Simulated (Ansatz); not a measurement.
# Li in the bcc (W type) structure (space group Im-3m, No. 229)

Li has the cubic space group Im-3m (No. 229), the bcc (W type) structure, Pearson symbol cI2. Cell: a = b = c = 3.4352 Å, α = β = γ = 90.00°. Li on 2a is coordinated by 8 Li at 2.975 Å and 6 Li at 3.435 Å. (Neighbours: up to the widest gap in distance over summed covalent radii, below 1.35, at either atom.)
(The calculation used a cell of 1 atom; values per cell refer to that cell.)

The values are results of PBE, PAW, 420 eV (Ansatz, a quantum-chemistry and plane-wave program; no spin-orbit coupling), not measurements. Settings: 19×19×19 k-points, 0.05 eV Fermi–Dirac smearing.

Volume per atom: 20.27 Å³
Density: 0.57 g/cm³
Band gap: zero
Total energy: -204.686 eV/atom (σ→0; compares only within this code and set-up)

Whether these cells are dynamically stable was not tested.
